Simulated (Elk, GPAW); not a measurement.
An Elk input for a self-consistent single point of Br (Cmce, 4 atoms in the cell) (DFT, PBEsol, all-electron FP-LAPW, Elk's shipped species files, APW+lo basis with extra local orbitals):

```
tasks
  0

xctype
  22

tforce
  .true.

rgkmax
  7.5

gmaxvr
  18.0

lmaxapw
  10

lmaxo
  8

nxlo
  2

lorbcnd
  .true.

lradstp
  2

nrmtscf
  2.0

rmtscf
  0.85

lmaxi
  4

swidth
  0.000734986

maxscl
  100

avec
    4.2630407234   -6.3469834505    0.0000000000
    4.2630407234    6.3469834505    0.0000000000
    0.0000000000    0.0000000000   16.5954085306

atoms
  1
  'Br.in'
  4
  0.8610000000  0.8610000000  0.8890000000    0.0 0.0 0.0
  0.6390000000  0.6390000000  0.3890000000    0.0 0.0 0.0
  0.3610000000  0.3610000000  0.6110000000    0.0 0.0 0.0
  0.1390000000  0.1390000000  0.1110000000    0.0 0.0 0.0

ngridk
  5 5 2
```

Task: Write the same calculation as an input for GPAW.

Result: This is the input that was run; spellings and numerical settings could be chosen otherwise.

```python
from ase import Atoms
from ase.units import GPa
from gpaw import GPAW

atoms = Atoms(['Br', 'Br', 'Br', 'Br'],
              cell=[[2.255904, -3.358679, 0.000000],
                    [2.255904, 3.358679, 0.000000],
                    [0.000000, 0.000000, 8.781912]],
              scaled_positions=[[0.861000, 0.861000, 0.889000],
                                [0.639000, 0.639000, 0.389000],
                                [0.361000, 0.361000, 0.611000],
                                [0.139000, 0.139000, 0.111000]],
              pbc=True)

calc = GPAW(mode={'name': 'pw', 'ecut': 550},
            xc='PBEsol',
            kpts={'size': (5, 5, 2), 'gamma': True},
            occupations={'name': 'fermi-dirac', 'width': 0.02},
            nbands=-4,
            convergence={'forces': 0.001, 'bands': -2},
            symmetry={'symmorphic': False, 'tolerance': 0.0005},
            maxiter=100)

atoms.calc = calc

energy = atoms.get_potential_energy()
print('Energy (eV):', round(energy, 6))
forces = atoms.get_forces()
print('Forces (eV/Ang):')
print(forces.round(5))
stress = atoms.get_stress()
print('Stress (GPa, Voigt):', (stress / GPa).round(4))
```

Basis, cutoffs, solver keys and any potentials are the target program's own. This input uses DFT PBEsol, plane waves, GPAW PAW datasets PBEsol (made by gpaw-setup).

The starting cell has typed, rounded lattice constants, without a prior relaxation at this level. Its lattice was rescaled by a random factor within 2.5 % of one.
